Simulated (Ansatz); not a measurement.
Results of HSE06 (plane waves, PAW; Ansatz, a quantum-chemistry and plane-wave program) for LaB3C3 (model structure, started from the SrB3C3 type, Pm-3n, No. 223, 14 atoms in the cell).

Run with plane-wave cutoff 460 eV, 4×4×4 k mesh, Fermi–Dirac smearing 0.01 eV, scalar-relativistic PAW data made under PBE.

Cell (relaxed with PBEsol):

```cif
data_C6B6La2
_chemical_formula_sum 'La2 B6 C6'
_space_group_name_H-M_alt 'Pm-3n'
_space_group_IT_number 223
_space_group_name_Hall '-P 4n 2 3'
_cell_length_a 4.87203
_cell_length_b 4.87203
_cell_length_c 4.87203
_cell_angle_alpha 90.000
_cell_angle_beta 90.000
_cell_angle_gamma 90.000
loop_
_atom_site_label
_atom_site_type_symbol
_atom_site_symmetry_multiplicity
_atom_site_Wyckoff_symbol
_atom_site_fract_x
_atom_site_fract_y
_atom_site_fract_z
_atom_site_occupancy
La1 La 2 a 0.00000 0.00000 0.00000 1
B1 B 6 c 0.00000 0.50000 0.25000 1
C1 C 6 d 0.00000 0.25000 0.50000 1
```

### Question
Estimate the band gap, smallest direct gap on the k points sampled and direct gap at Γ that the calculation returns.

### Answer

* **band gap**: 1.31 eV (on the SCF k mesh)
* **smallest direct gap on the k points sampled**: 2.58 eV
* **direct gap at Γ**: 3.33 eV

Note: the relaxation could raise the start's symmetry but not lower it, so the cell can be a saddle point; cell and atoms aren't relaxed at this level (pressure 1.7 GPa).

Spin–orbit coupling is not included.

Computing time: very roughly 2.6 core-minutes.

A model structure was made by putting elements into a prototype or built by hand; it is no filed structure, need not be a known phase, and can be a saddle point held by its symmetry.
